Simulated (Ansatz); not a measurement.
# SrSi₂ (space group P4_132, No. 213)

SrSi$_{2}$ is modelled in the cubic space group P4₁32 (No. 213), Pearson symbol cP12. Conventional cell: a = b = c = 6.491 Å, α = β = γ = 90.00°. Sr on 4a has 8 Si at 3.228–3.351 Å and 6 Si at 3.804 Å. Si on 8c is coordinated by 3 Si at 2.378 Å and 4 Sr at 3.228–3.351 Å and 3 Sr at 3.804 Å. (Neighbours: up to the widest gap in distance over summed covalent radii, below 1.35, at either atom; cation-cation and far metal-metal contacts left out.)

Calculations: PBEsol (Ansatz, a program for electronic structure; PAW; 420 eV plane waves; no SOC). k-mesh 6×6×6 (Γ-centred); smearing 0.05 eV (Fermi–Dirac).

| Property | Value |
|---|---|
| Volume per atom | 22.79 Å³ |
| Density | 3.49 g/cm³ |
| Band gap | zero |
| Total energy | -1578.814 eV/atom (σ→0; compares only within this code and set-up) |

Stability against distortions was not tested. All final runs are without spin polarisation. A zero or small gap of SrSi2 can be the functional's error rather than a property of the material.
